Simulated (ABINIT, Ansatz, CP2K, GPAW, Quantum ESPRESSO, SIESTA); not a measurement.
## Mg₆SiB (Amm2, 8 atoms in the cell) computed with different codes at matched settings

Self-consistent single point, at a second geometry (lattice scaled by 0.98). First geometry:

```
CELL_PARAMETERS angstrom
      3.98486     0.00000     0.00000
      0.00000     4.08367     4.34798
      0.00000    -4.08367     4.34798
ATOMIC_POSITIONS crystal
  Mg 0.00000 0.61016 0.11372
  Mg 0.00000 0.11372 0.61016
  Mg 0.50000 0.94244 0.29288
  Mg 0.50000 0.29288 0.94244
  Mg 0.50000 0.80677 0.80677
  Mg 0.50000 0.40648 0.40648
  Si 0.00000 0.61273 0.61273
  B  0.00000 0.21484 0.21484
```

Shared settings, as Ansatz (a program for electronic structure) writes them: kpoints.mp_grid.grid = 5 4 4; scf.occupations.method = fermi_dirac; scf.occupations.width = 0.136 eV. Potentials and cutoffs stand in the table.

```json
[
 {"code": "Ansatz", "model": "LDA (PW92), PAW files made with PBE", "ΔF from the first geometry (meV/atom)": "17.5", "pressure (GPa)": "4.81", "largest force (eV/Å)": "0.267", "cutoff": "default"},
 {"code": "SIESTA", "model": "LDA PW92, numerical atomic orbitals TZP, PseudoDojo LDA standard norm-conserving potentials (rewritten from UPF to PSML)", "ΔF from the first geometry (meV/atom)": "34.2", "pressure (GPa)": "7.63", "largest force (eV/Å)": "0.462", "cutoff": "grid 400 Ry"},
 {"code": "ABINIT", "model": "LDA (PW92), norm-conserving pseudopotentials (PseudoDojo nc-sr-04 LDA standard)", "ΔF from the first geometry (meV/atom)": "18.3", "pressure (GPa)": "4.93", "largest force (eV/Å)": "0.273", "cutoff": "42 Ha"},
 {"code": "Quantum ESPRESSO", "model": "LDA (PZ), GBRV 1.5 ultrasoft (LDA) pseudopotentials", "ΔF from the first geometry (meV/atom)": "17.7", "pressure (GPa)": "4.85", "largest force (eV/Å)": "0.273", "cutoff": "40 Ry"},
 {"code": "GPAW", "model": "LDA (Perdew-Wang 92), GPAW PAW datasets LDA (gpaw-data 1.0.1)", "ΔF from the first geometry (meV/atom)": "17.6", "pressure (GPa)": "–", "largest force (eV/Å)": "0.269", "cutoff": "950 eV"},
 {"code": "CP2K", "model": "LDA (Pade form), GPW, DZVP-MOLOPT-SR-GTH basis, GTH-PADE potentials (GTH_POTENTIALS)", "ΔF from the first geometry (meV/atom)": "31.3", "pressure (GPa)": "7.09", "largest force (eV/Å)": "–", "cutoff": "grid 1000 Ry"}
]
```

Size of the force on each atom (eV/Å): Sizes of forces hide their directions.

```tsv
code	Mg1	Mg2	Mg3	Mg4	Mg5	Mg6	Si7	B8
Ansatz	0.228	0.228	0.181	0.181	0.174	0.024	0.045	0.267
SIESTA	0.434	0.434	0.417	0.417	0.252	0.102	0.089	0.462
ABINIT	0.235	0.235	0.185	0.185	0.172	0.013	0.043	0.273
Quantum ESPRESSO	0.234	0.234	0.185	0.185	0.174	0.020	0.045	0.273
GPAW	0.229	0.229	0.180	0.180	0.177	0.026	0.044	0.269
```

A dash marks a value that a program does not give, or that is left out as unsure.

The spread over the programs that give each value: ΔF from the first geometry within 16.7 meV/atom; pressure within 2.82 GPa; largest force within 0.195 eV/Å.

SIESTA and CP2K use small atom-centred bases, whose incompleteness enters pressures, forces and empty levels differently from a plane-wave cutoff. Ansatz's pressure is given at a fixed set of plane waves, as the other plane-wave codes print theirs. The pressure of GPAW is left out: its cutoff lies under the one at which its stress was checked. The same LDA comes in different parametrisations, which differ slightly. In the pressure, SIESTA (by 2.77) and CP2K (by 2.24) lie more than 1 GPa from the median of the plane-wave programs. In the force vectors, SIESTA (by 0.238) lies more than 0.08 eV/Å from the median of the plane-wave programs.

The starting cell comes from a database of computed structures (which also holds hypothetical and non-ambient phases and stackings), without a prior relaxation at this level. Its lattice was rescaled by a random factor within 2.5 % of one. For this run, on top of that: lattice scaled by 0.98.

Keys are those of Ansatz 0.2.
